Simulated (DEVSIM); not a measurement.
Structure: abrupt Ge n-p junction, at 300 K.

Layer 1 from the left is Ge, thickness (μm) 6.50, Nd (cm⁻³) 1.7e16, τn (s) 3.3e-5, τp (s) 3.3e-5. Layer 2 from the left is Ge, thickness (μm) 1.80, Na (cm⁻³) 5.3e16, τn (s) 3.3e-5, τp (s) 3.3e-5.

Left contact: ohmic. Right contact: ohmic. Voltage is applied to the left contact. Recombination: SRH at mid-gap, radiative, Auger. Mobility is μmin + (μ − μmin)/(1 + (N/Nref)^α).

The device is made up for the run: typed textbook-type constants, with dimensions and the other settings drawn at random. Values at 300 K.

Ge: gap (eV) 0.664, affinity (eV) 4, permittivity 16, Nc (cm⁻³) 1.04e19, Nv (cm⁻³) 6e18, μn (cm²/Vs) 3900, μp (cm²/Vs) 1900, μn,min 150, μp,min 100, Nref,n 2.6e17, Nref,p 4e17, αn 0.56, αp 0.6, B (cm³/s) 6.4e-14, Cn (cm⁶/s) 1e-31, Cp (cm⁶/s) 1e-31.

DEVSIM, 1D drift-diffusion, Boltzmann statistics, complete ionisation; no tunnelling, impact ionisation, image-force lowering or self-heating.

Dark forward current:

```tsv
|V| (V)	|J| (A/cm²)
0.05	0.004890
0.10	0.03862
0.15	0.2711
0.20	1.868
0.25	12.60
0.30	76.65
0.35	341.7
0.40	1009
0.45	2193
```

Q: Work out the local ideality factor n = ΔV / (kT/q · ln(J2/J1)) between the rows 0.15 and 0.20 V, 0.40 and 0.45 V.

A: kT/q = 25.85 mV. From 0.15 to 0.20 V: ln(1.868/0.2711) = 1.930, n = 1.00, near the 1 of diffusion or emission over a barrier. From 0.40 to 0.45 V: ln(2193/1009) = 0.776, n = 2.49.

Q: Estimate the current at 0.20 V from the Shockley equation with J0 = Σ q ni² D/(N L) coth(W/L), τ joining the SRH, radiative and Auger lifetimes that are on, and W taken as the whole layer.

A: ni² = 4.36e26 cm⁻⁶; holes in the n layer: μ = 1660 cm²/Vs, D = 43.0 cm²/s, τ = 3.18e-5 s, L = 370 μm, W/L = 0.018, term 0.000272 A/cm²; electrons in the p layer: μ = 2810 cm²/Vs, D = 72.6 cm²/s, τ = 2.94e-5 s, L = 462 μm, W/L = 0.0039, term 0.000532 A/cm². J0 = 0.000804 A/cm², and J = J0 exp(qV/kT) = 1.84 A/cm². The simulation gives 1.87 A/cm²; the estimate lies 1.4 % below. The estimate leaves out recombination in the depletion region and that region's share of W.
